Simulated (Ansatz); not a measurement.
# PBE against PBEsol: FeNi3

The parent structure is FeNi3 in the Cu3Au type structure (space group Pm-3m, No. 221; a = 3.545 Å; ferromagnetic).

(Cell as relaxed with PBE.)

Levels (all Ansatz, a first-principles code, PAW, earlier PAW set): PBE (420 eV, no spin-orbit coupling); PBEsol (420 eV, spin-orbit coupling left out).

Each level relaxes its own structure.

| quantity | PBE | PBEsol |
|---|---|---|
| volume per atom | 11.13 Å³ | … |
| lattice parameter a | 3.545 Å | … |
| band gap | zero | … |
| magnetic state | ferromagnetic | … |
| largest site moment | 2.92 μB | … |

Question: Given the PBE results, estimate those of PBEsol.

Answer: 
- volume per atom, PBEsol: 10.62 Å³
- lattice parameter a, PBEsol: 3.489 Å
- band gap, PBEsol: zero
- magnetic state, PBEsol: ferromagnetic
- largest site moment, PBEsol: 2.84 μB

PBE's volume per atom lies 0.51 Å³ above PBEsol's (4.8 %); PBE's lattice parameter a lies 0.0551 Å above PBEsol's (1.6 %); PBE's largest site moment lies 0.074 μB above PBEsol's; the two agree on the band gap and magnetic state. Neither level is exact; PBEsol is the comparison here, not a measurement.

The magnetic state is the one reached from the starting moments; the real material's order can differ, and small cells can't hold many antiferromagnetic ones. Whether these cells are dynamically stable was not tested.
